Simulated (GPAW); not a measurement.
Band structure of BaS3 (P-42_1m, 8 atoms in the cell).

```
CELL_PARAMETERS angstrom
      6.95196     0.00000     0.00000
      0.00000     6.95196     0.00000
      0.00000     0.00000     4.21601
ATOMIC_POSITIONS crystal
  Ba 0.50000 0.50000 0.00000
  Ba 0.00000 0.00000 0.00000
  S  0.67788 0.82212 0.47519
  S  0.82212 0.32212 0.52481
  S  0.32212 0.17788 0.47519
  S  0.17788 0.67788 0.52481
  S  0.50000 0.00000 0.21151
  S  0.00000 0.50000 0.78849
```

Computed with PBEsol, GPAW PAW datasets PBEsol (made by gpaw-setup) (plane waves; GPAW).

Settings: mode = pw; ecut = 550 eV; xc = PBEsol; kpts = 3 3 5; mesh shift (steps) = 0 0 0; occupations.name = fermi-dirac; occupations.width = 0.05 eV; nbands = -6; convergence.forces = 0.001 eV/Å; convergence.bands = -4; symmetry.symmorphic = false; symmetry.tolerance = 0.0005; maxiter = 100; bandpath_npoints = 40.

The starting cell comes from a database of computed structures (which also holds hypothetical and non-ambient phases and stackings), without a prior relaxation at this level.

Q: Predict the gap along the standard path and the places of the band edges.

A: The gap along the path is 1.30 eV, from Γ to a point between Γ and Z; the smallest direct gap on it is 1.33 eV.

Levels in eV from the top of the valence band on the SCF mesh, bands 25 to 32:
```
point     25     26     27     28    29    30    31    32
-----  -----  -----  -----  -----  ----  ----  ----  ----
Γ      -1.47  -1.39   0.00   0.00  1.33  1.37  2.76  2.76
X      -1.39  -1.39  -0.21  -0.21  2.01  2.01  2.20  2.20
M      -1.32  -1.32  -0.88  -0.88  1.74  1.74  2.16  2.16
Z      -1.71  -1.04  -0.58  -0.58  2.53  2.58  3.70  3.70
R      -1.62  -1.62  -0.46  -0.46  2.73  2.73  2.76  2.76
A      -1.40  -1.40  -0.47  -0.47  2.25  2.25  3.16  3.16
```
